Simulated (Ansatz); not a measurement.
Given:

End structure of Cl on the 1x1 (111) surface of fcc Pt, one in a 2x2 cell, started at the site 'hollow Pt-Pt-Pt over Pt at depth 4.6 Å':

```xyz
17
Lattice="5.6144 0.0000 0.0000 -2.8072 4.8622 0.0000 0.0000 0.0000 26.0000" Properties=species:S:1:pos:R:3 pbc="T T T"
Pt     0.0000     1.6207     9.5649
Pt    -1.4036     4.0519     9.5649
Pt     2.8072     1.6207     9.5649
Pt     1.4036     4.0519     9.5649
Pt     1.4036     0.8104    11.8668
Pt     0.0000     3.2415    11.8668
Pt     4.2108     0.8104    11.8668
Pt     2.8072     3.2415    11.8668
Pt     0.0055     0.0032    14.1140
Pt    -1.4036     2.4311    14.2336
Pt     2.8017     0.0032    14.1140
Pt     1.4036     2.4248    14.1140
Pt    -0.0310     1.6386    16.4615
Pt    -1.4036     4.0161    16.4615
Pt     2.8382     1.6386    16.4615
Pt     1.4036     4.0519    16.3650
Cl     1.4036     0.8104    18.3615
```

Slab: 17 atoms, 6.9 Å thick at the start under the adsorbate (thin: gaps and levels are the slab's own); k 6x6x1, smearing 0.1 eV, dipole-corrected; 8 atoms held, the rest relaxed; start symmetry kept, larger cells not searched; no spin, no spin-orbit, no U, no dispersion correction. At the end it is bonded to 3 Pt. In PBE it is, or lies within 0.03 eV of, the lowest of the starts that converged.

A negative adsorption energy means that the adsorbate is more stable on the surface than in its reference.

Task: What is the computed change of the step from the bottom to the top vacuum level, against the clean slab (PBE (Ansatz, a quantum-chemistry and plane-wave program))?

Result: -0.36 eV

Task: Give the adsorption energy against ½ Cl2(g) at the level PBE.

Result: -1.07 eV

Task: What work function of the top face does PBE give?

Result: 5.33 eV

Task: What is the computed change of the work function (PBE)?

Result: -0.35 eV
